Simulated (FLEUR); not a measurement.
# A self-consistent single point of V (Im-3m, 1 atom in the cell) with FLEUR

Method: PBE, all-electron FLAPW (FLEUR), scalar-relativistic valence.

The input file:

Input of the input generator:

```
scf V
&input film=f /
-1.5074250000 1.5074250000 1.5074250000
1.5074250000 -1.5074250000 1.5074250000
1.5074250000 1.5074250000 -1.5074250000
1.8897261246
1.0 1.0 1.0

1
23 0.0000000000 0.0000000000 0.0000000000

&comp jspins=1 /
&kpt div1=11 div2=11 div3=11 /
&end /
```

```xml
<?xml version="1.0" encoding="UTF-8" standalone="no"?>
<fleurInput fleurInputVersion="0.39">
   <comment>
      scf V                                                                                               
   </comment>
   <calculationSetup>
      <cutoffs Kmax="4.3" Gmax="12.9" GmaxXC="12.9" numbands="0"/>
      <scfLoop itmax="100" minDistance="0.00001" maxIterBroyd="99" imix="Anderson" alpha="0.05" precondParam="0.0" spinf="2.0"/>
      <coreElectrons ctail="T" frcor="F" kcrel="0" coretail_lmax="0"/>
      <xcFunctional name="pbe" relativisticCorrections="F"/>
      <magnetism jspins="1"/>
      <soc l_soc="F" theta="0.0" phi="0.0" spav="F"/>
      <expertModes spex="0" secvar="F"/>
      <geometryOptimization l_f="T" forcealpha="1.0" forcemix="BFGS" epsdisp="0.00001" epsforce="0.00001"/>
      <ldaU l_linMix="F" mixParam="0.05" spinf="1.0"/>
   </calculationSetup>
   <cell>
      <bzIntegration valenceElectrons="13.0" mode="hist" fermiSmearingEnergy="0.00367493">
         <kPointListSelection listName="default-1"/>
         <!-- k-points included here -->
         <xi:include xmlns:xi="http://www.w3.org/2001/XInclude" href="kpts.xml"> </xi:include>
      </bzIntegration>
      <!-- symmetry operations included here -->
      <xi:include xmlns:xi="http://www.w3.org/2001/XInclude" href="sym.xml"> </xi:include>
      <bulkLattice scale="1.0">
         <bravaisMatrix>
            <row-1>   -2.8486204033751550     2.8486204033751550     2.8486204033751550</row-1>
            <row-2>    2.8486204033751550    -2.8486204033751550     2.8486204033751550</row-2>
            <row-3>    2.8486204033751550     2.8486204033751550    -2.8486204033751550</row-3>
         </bravaisMatrix>
      </bulkLattice>
   </cell>
   <atomSpecies>
      <species name="Vanadium (V)" element="V" atomicNumber="23">
         <mtSphere radius="2.31" gridPoints="797" logIncrement="0.015"/>
         <atomicCutoffs lmax="10" lnonsphr="8"/>
         <electronConfig flipSpins="F">
            <coreConfig>(1s1/2) (2s1/2) (2p1/2) (2p3/2)</coreConfig>
            <valenceConfig>(3s1/2) (3p1/2) (3p3/2) (4s1/2) (3d3/2) (3d5/2)</valenceConfig>
            <stateOccupation state="(3d3/2)" spinUp="0.6" spinDown="0.6"/>
            <stateOccupation state="(3d5/2)" spinUp="0.9" spinDown="0.9"/>
         </electronConfig>
         <energyParameters s="4" p="4" d="3" f="4"/>
         <lo type="SCLO" l="0" n="3" eDeriv="0"/>
         <lo type="SCLO" l="1" n="3" eDeriv="0"/>
      </species>
   </atomSpecies>
   <atomGroups>
      <atomGroup species="Vanadium (V)">
         <relPos label="                   1">.0000000000 .0000000000 .0000000000</relPos>
         <force calculate="T" relaxXYZ="TTT"/>
      </atomGroup>
   </atomGroups>
   <output dos="F" band="F" slice="F">
      <checks vchk="F" cdinf="F"/>
      <bandDOS minEnergy="-.5*Htr" maxEnergy="0.5*Htr" sigma="0.015" storeEVData="T"/>
      <vacuumDOS vacdos="F" integ="F" star="F" nstars="0" locx1="0.0" locy1="0.0" locx2="0.0" locy2="0.0" nstm="0" tworkf="0.0"/>
      <unfoldingBand unfoldBand="F" supercellX="1" supercellY="1" supercellZ="1"/>
      <plotting iplot="0" polar="F">
         <plot TwoD="T" vec1="  1.0  0.0  0.0" vec2="  0.0  1.0  0.0" vec3="  0.0  0.0  1.0" zero="  0.0  0.0  0.0" file="plot"/>
      </plotting>
      <chargeDensitySlicing numkpt="0" minEigenval="0.0" maxEigenval="0.0" nnne="0" pallst="F"/>
      <specialOutput eonly="F"/>
      <magneticCircularDichroism mcd="F" energyLo="-10.0" energyUp="0.0"/>
   </output>
  <!-- We include the file relax.xml here to enable relaxations (see documentation) -->
  <xi:include xmlns:xi="http://www.w3.org/2001/XInclude" href="relax.xml"> <xi:fallback/> </xi:include>
</fleurInput>
```

Log, with long lists cut:

```
      Welcome to FLEUR        (www.flapw.de)
      MaX-Release 8.1          (www.max-centre.eu)

 ========== k-point set info ==========
 Selected k-point list: default-1
 k-point list type: mesh
 11 x 11 x 11
 Number of k points: 56

 ------------Calculation Setup---------------------------
           1           2           4           7           8          14          28          56
 Number of basis functions:          142
 Iteration:     1   Distance:      12.70417604 me/bohr^3
 Iteration:     2   Distance:      11.08145842 me/bohr^3
 Iteration:     3   Distance:       4.11067480 me/bohr^3
 Iteration:     4   Distance:       2.00023111 me/bohr^3
 Iteration:     5   Distance:       0.39980956 me/bohr^3
 Iteration:     6   Distance:       0.79335389 me/bohr^3
 Iteration:     7   Distance:       0.01704240 me/bohr^3
 Iteration:     8   Distance:       0.00509539 me/bohr^3
 Iteration:     9   Distance:       0.00137320 me/bohr^3
 Iteration:    10   Distance:       0.00003766 me/bohr^3
 Iteration:    11   Distance:       0.00003768 me/bohr^3
 Iteration:    12   Distance:       0.00000395 me/bohr^3

 Run finished successfully
 Stop message:
   Structural relaxation: Done

[file out, last iteration]
             iter=     13
          p o t e n t i a l   g e n e r a t o r
[...]
          integral of pseudo charge density inside the slab=        0.000000   0.000000
     coulomb potential in the interstitial region:
          density-coulomb potential integrals
          total density-coulomb potenti    -1451.4744417496
          density-effective potential integrals for spin  1
          total density-effective poten   -1.5103647634E+03
          charge density-energy density integrals
          total charge density-energy d   -4.5429754158E+01
 Updated energy parameters for spin:           1
  Atom    1 4s branch from -1.91 to  2.38 htr. ; e_l =  0.2638
  Atom    1 4p branch from -0.92 to  2.91 htr. ; e_l =  0.3773
  Atom    1 3d branch from -9.99 to  0.64 htr. ; e_l =  0.3976
  Atom    1 4f branch from -9.99 to  3.41 htr. ; e_l =  0.6681
  Atom    1 3s branch from-21.50 to -1.91 htr. ; e_l(l -1.9332
  Atom    1 3p branch from-17.85 to -0.92 htr. ; e_l(l -0.9728
[...]
 fermi energy and band-weighting factors:
at  -0.36364   0.45455   0.45455   k-weight:    0.006011
   11 eigenvalues :
   -1.928793   -0.981120   -0.981120   -0.977602    0.304633    0.304633    0.494448    0.528364
    0.528364    0.766321    0.766321
   [... 2 blocks of this kind left out ...]

[...]
FERMIE:
          first approx. to ef    (T=0)  :   0.400375 htr   (energy of the highest occ. eigenvalue)
          number of occ. states  (T=0)  :        357
          first approx. to seigv (T=0)  :  -7.982076 htr
          sum of weights of occ. states :   6.501127
          sum of semicore charge        :   0.000000 e
FERHIS:  Fermi-Energy by histogram:
          bandgap                     :   0.001105 htr
          charge neutrality (T=0)     :   0.002254    (zero if the highest occ. eigenvalue is "entirely" occupied)
     EF_NEWTON:  Adjust Fermi-Energy by Newton-Method.
               Number of iterations needed  :   4
               The error in the weight is   : -0.46338E-11
               The error in ef is           :  0.18932E-12 htr
     -->  new fermi energy            :   0.402637 htr
          valence charge              :  13.000000 e
          actual charge blw ef-8kt    :  11.301277 e
          actual charge blw ef+8kt    :  13.000000 e
          number of occ. states       :       385
          sum of the valence weights  :    6.500000
          entropy         :   0.586332 *kb htr/K =   0.00000 htr/K
          sum of val. single particle energies:        -7.9819346659 htr
 Direct bandgap for spin            1 :    7.3274345298213195E-003  Htr
 at k-point           45  with k-vector   -9.0909090909090912E-002  0.18181818181818182       0.18181818181818182
          valence density: spin= 1
[...]
     l-like charge
     atom     s        p        d        f        total
 -->  1    2.29632  6.22379  2.94704  0.01707   11.48810
          total charge for spin  1=   13.000000
          interst. charge =       1.511901
          mt charge=             11.488099
          total charge  =   13.000000
          z= 23.     r(1)=  0.150708E-04     dx= 0.015000     m.t.index= 797
               n    l     j    energy       weight
               1.   0.   0.5 -196.4674      2.0000
               2.   0.   0.5  -21.5033      2.0000
               2.   1.   0.5  -18.0211      2.0000
               2.   1.   1.5  -17.7603      4.0000
          atom type    1  (spin 1)
          kinetic energy=  0.875820537174E+03     sum of the eigenvalues= -0.543024672340E+03
          0.00000000  electrons lost from core.
          total charge for spin  1=   23.000000
          interst. charge =       1.511901
          mt charge=             21.488099
          total charge  =   23.000000
          zc=    23.000000     qfix=    1.000000
     t o t a l  e n e r g y
          sum of eigenvalues =              -551.0066070059
          density-coulomb potential int    -1451.4744417496
          density-effective potential i    -1510.3647633798
          charge density-ex.-corr.energ      -45.4297541583
          el.-nucl. inter. diff. m.t.       1126.0591709070
          Madelung term for atom type:       -11.4544855618
 ---->    total energy=                     -949.3224751281 htr
 ---->    (input%tkb*entropy) TS=              0.0021547306 htr
 ---->    free energy=                      -949.3246298586 htr
      extrapolation for T->0
 ---->    total electron energy=            -949.3235524933 htr
 ***** TOTAL FORCES ON ATOMS *****
 TOTAL FORCE FOR ATOM TYPE=  1  X=  0.000   Y=  0.000   Z=  0.000
                       FX_TOT= 0.000000 FY_TOT= 0.000000 FZ_TOT= 0.000000
 Structural relaxation: Done
```

The run converged in 12 iterations. FLEUR gives forces in its relaxation mode, with a further iteration, so its stop message speaks of a relaxation.

The starting cell has typed, rounded lattice constants, without a prior relaxation at this level. Its lattice was rescaled by up to half a per cent. Spin polarisation is off. Values depend on the basis (sphere radii, cutoffs, local orbitals), which need not be converged. The log's line on a gap gives a spacing of levels on this mesh, which the program prints for metals too.
